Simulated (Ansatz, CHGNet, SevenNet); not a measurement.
C axis length of BP (model structure, started from the WC type, P-6m2, No. 187, 2 atoms in the cell) at several levels of theory

No measured value is used here.

| level (code) | value (Å) |
|---|---|
| CHGNet-r²SCAN | 2.560 |
| SevenNet-0 | 2.697 |
| SevenNet-l3i5 | 2.543 |
| LDA (Ansatz) | [?] |
| PBE (Ansatz) | 2.662 |
| PBEsol (Ansatz) | [?] |
| PBE-D3(BJ) (Ansatz) | [?] |
| r²SCAN (Ansatz) | 2.626 |
| r²SCAN+rVV10 (Ansatz) | 2.627 |

Task: Fill in the missing entries.

Result: 
- LDA (Ansatz, a first-principles code), value (Å): 2.636
- PBEsol (Ansatz), value (Å): 2.651
- PBE-D3(BJ) (Ansatz), value (Å): 2.633

Cutoffs differ between the levels. Ansatz's density-functional and Hartree–Fock values are scalar-relativistic unless marked +SOC, with PAW data made under PBE.

Machine-learned potentials (CHGNet-r²SCAN, SevenNet-0, SevenNet-l3i5) are trained on DFT data: a solid inside that data is no test of them.

A model structure was made by putting elements into a prototype or built by hand; it is no filed structure, need not be a known phase, and can be a saddle point held by its symmetry.
